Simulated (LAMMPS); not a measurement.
MD of Ni (fcc) at zero pressure over temperature, 864 atoms; each row names its start.

Method: classical MD, pair style meam, file MoCoNiVFeAlCr_2nn.meam; code LAMMPS.

| T (K), start | state | volume | enthalpy | first peak of g(r) | coordination number | D(Ni) |
|---|---|---|---|---|---|---|
| 100, crystal | crystal; no diffusion seen in 30 ps | 10.9558 ± 0.0001 Å³/atom | -4.4241 ± 0.0001 eV/atom | 2.50 Å, height 16.2 | 12.0 (counted to 3.02 Å) | - |
| 200, crystal | crystal; no diffusion seen in 30 ps | 10.9955 ± 0.0001 Å³/atom | -4.3982 ± 0.0001 eV/atom | 2.50 Å, height 11.8 | 12.0 (counted to 3.02 Å) | - |
| 300, crystal | crystal; no diffusion seen in 30 ps | 11.0360 ± 0.0002 Å³/atom | -4.3720 ± 0.0002 eV/atom | 2.50 Å, height 9.8 | 12.0 (counted to 3.02 Å) | - |
| 780, crystal | crystal; no diffusion seen in 30 ps | 11.2380 ± 0.0005 Å³/atom | -4.2449 ± 0.0003 eV/atom | 2.50 Å, height 6.1 | 12.0 (counted to 3.06 Å) | - |
| 1040, crystal | crystal; no diffusion seen in 30 ps | 11.3584 ± 0.0006 Å³/atom | -4.1721 ± 0.0003 eV/atom | 2.50 Å, height 5.2 | 12.0 (counted to 3.06 Å) | - |
| 1300, crystal | crystal; no diffusion seen in 30 ps | 11.487 ± 0.001 Å³/atom | -4.0989 ± 0.0005 eV/atom | 2.50 Å, height 4.5 | 12.0 (counted to 3.10 Å) | - |
| 1560, crystal | crystal; no diffusion seen in 30 ps | 11.627 ± 0.001 Å³/atom | -4.0227 ± 0.0005 eV/atom | 2.50 Å, height 4.1 | 12.0 (counted to 3.10 Å) | - |
| 1810, crystal | crystal; no diffusion seen in 30 ps | 11.779 ± 0.001 Å³/atom | -3.9457 ± 0.0004 eV/atom | 2.50 Å, height 3.8 | 12.1 (counted to 3.14 Å) | - |
| 2070, crystal | crystal; no diffusion seen in 30 ps | 11.966 ± 0.003 Å³/atom | -3.858 ± 0.001 eV/atom | 2.51 Å, height 3.4 | 12.1 (counted to 3.18 Å) | - |
| 950, melt | slow or partial motion within 60 ps, no clear phase | 11.73 ± 0.03 Å³/atom | -4.05 ± 0.01 eV/atom | 2.50 Å, height 4.6 | 11.9 (counted to 3.10 Å) | - |
| 1210, melt | crystallised at least in part | 11.74 ± 0.10 Å³/atom | -4.02 ± 0.03 eV/atom | 2.50 Å, height 4.5 | 12.0 (counted to 3.10 Å) | - |
| 1380, melt | liquid | 12.259 ± 0.005 Å³/atom | -3.855 ± 0.001 eV/atom | 2.46 Å, height 3.4 | 12.0 (counted to 3.22 Å) | (1.03 ± 0.04) × 10^-5 cm²/s |
| 1560, melt | liquid | 12.466 ± 0.006 Å³/atom | -3.788 ± 0.001 eV/atom | 2.46 Å, height 3.1 | 12.2 (counted to 3.30 Å) | (1.77 ± 0.02) × 10^-5 cm²/s |
| 1730, melt | liquid | 12.669 ± 0.005 Å³/atom | -3.724 ± 0.001 eV/atom | 2.44 Å, height 3.0 | 11.8 (counted to 3.26 Å) | (2.68 ± 0.06) × 10^-5 cm²/s |
| 1900, melt | liquid | 12.878 ± 0.007 Å³/atom | -3.662 ± 0.001 eV/atom | 2.44 Å, height 2.8 | 11.9 (counted to 3.30 Å) | (3.77 ± 0.10) × 10^-5 cm²/s |
| 2160, melt | liquid | 13.222 ± 0.005 Å³/atom | -3.5676 ± 0.0010 eV/atom | 2.45 Å, height 2.7 | 11.8 (counted to 3.34 Å) | (5.6 ± 0.3) × 10^-5 cm²/s |
| 2250, melt | liquid | 13.335 ± 0.006 Å³/atom | -3.5367 ± 0.0006 eV/atom | 2.45 Å, height 2.7 | 11.7 (counted to 3.34 Å) | (6.2 ± 0.2) × 10^-5 cm²/s |
| 2420, melt | liquid | 13.572 ± 0.006 Å³/atom | -3.475 ± 0.001 eV/atom | 2.45 Å, height 2.6 | 11.8 (counted to 3.38 Å) | (7.1 ± 0.1) × 10^-5 cm²/s |
| 2760, melt | liquid | 14.08 ± 0.01 Å³/atom | -3.356 ± 0.002 eV/atom | 2.44 Å, height 2.5 | 11.1 (counted to 3.34 Å) | (1.01 ± 0.03) × 10^-4 cm²/s |

Measured linear expansion coefficient: 13.40 1e-6/K at 293 K (Kaye and Laby Online (NPL), 2.3.5 Thermal expansion).

Measured melting point: 1728 K (Wikipedia, Melting points of the elements (data page)).

Caution (rows 950, melt; 1210, melt): enthalpy drifts during the constant-pressure average: a transition or slow ageing; fluctuation values are void.

Caution (rows 1380, melt; 1560, melt; 1730, melt; 1900, melt): this liquid lies under the melting point of about 2030 K that MEAM MoCoNiVFeAlCr_2nn.meam gives, so it is undercooled.

From the crystal rows between 100 and 300 K, estimate the mean linear expansion coefficient and the heat capacity. The slope of ln V over three gives 12 × 10^-6 /K, and dH/dT = 3.0 kB/atom. Nuclei are classical here, so the heat capacity stays near 3 kB/atom, where a real crystal's falls off below its Debye temperature.

Fit an Arrhenius law to the diffusion of Ni in the liquid. ln D against 1/T from 1380 to 2760 K gives an activation energy of 0.54 eV and D0 = 0.0010 cm²/s.

States go by the mean squared displacement: a species diffuses where it passes 1.5 Å², still rises and gives D over 1e-6 cm²/s; a crystal has left its structure where atoms lie 0.35 Å off their sites on average or a cubic box changes its shape by 3 %, or the axial ratios of another lie 8 % off the starting cell's, which the potential's own relaxation can also do.

Errors of D are the spread over four groups of atoms in one short run; a floor of about 5 %, a picked value, is safer.

Uncertainties are statistical and leave out the potential's own error.
